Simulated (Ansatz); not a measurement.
Here is the system:

```xyz
3
Lattice="3.1105 0.0000 0.0000 0.0000 3.1105 0.0000 1.5553 -1.5553 3.9217" Properties=species:S:1:pos:R:3 pbc="T T T"
Si     1.5553     1.5553     1.2954
Si     3.1105     0.0000     2.6263
Mo     0.0000     0.0000     0.0000
```

No spin polarisation.

Method: LDA/PAW in Ansatz (a quantum-chemistry and plane-wave program), spin-orbit coupling left out. k-mesh 25×25×25 (Γ-centred); smearing 0.1 eV (Fermi–Dirac).

Predict the band gap and pressure.

The band gap comes out as zero and the pressure (mean of the normal stresses, compression positive) is 7.4 GPa.

The cells carry an imposed strain or load. Whether these cells are dynamically stable was not tested. The final runs are not spin-polarised. The cell was made from MoSi2 (space group I4/mmm, No. 139) by this change: biaxial strain −2.00 %, plane normal [001], relaxed out of plane.
